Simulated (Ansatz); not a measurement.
```xyz
8
Lattice="5.6982 0.0000 0.0000 0.0000 5.6982 0.0000 0.0000 0.0000 3.2962" Properties=species:S:1:pos:R:3 pbc="T T T"
B      1.8378     3.8604     0.0000
B      3.8604     1.8378     0.0000
B      4.6869     4.6869     1.6481
B      1.0113     1.0113     1.6481
As     1.8102     1.8102     0.0000
As     3.8880     3.8880     0.0000
As     1.0389     4.6592     1.6481
As     4.6592     1.0389     1.6481
```

A single point on hypothetical P4_2/mnm BAs with a change (pressure 10 GPa), its geometry relaxed with PBEsol.

The values are results of Ansatz (an electronic-structure program), PBEsol, PAW, cutoff 420 eV, spin-orbit coupling included, not measurements. Settings: 6×6×10 k-points, 0.05 eV Fermi–Dirac smearing.

Task: Estimate the band gap.

Result: 0.32 eV.

Task: What is the computed gap character?

Result: Indirect, Γ → k = (0, 0, 0.300) in the run's primitive reciprocal basis.

Single points use the geometry relaxed with PBEsol. Load acts through the strain it causes; cell and atoms are relaxed under it. Stability against distortions was not tested. No other phases were tried under pressure. The cell was made from BAs (space group P4_2/mnm, No. 136; a hypothetical phase, not in the database extracts checked) by this change: pressure 10 GPa.
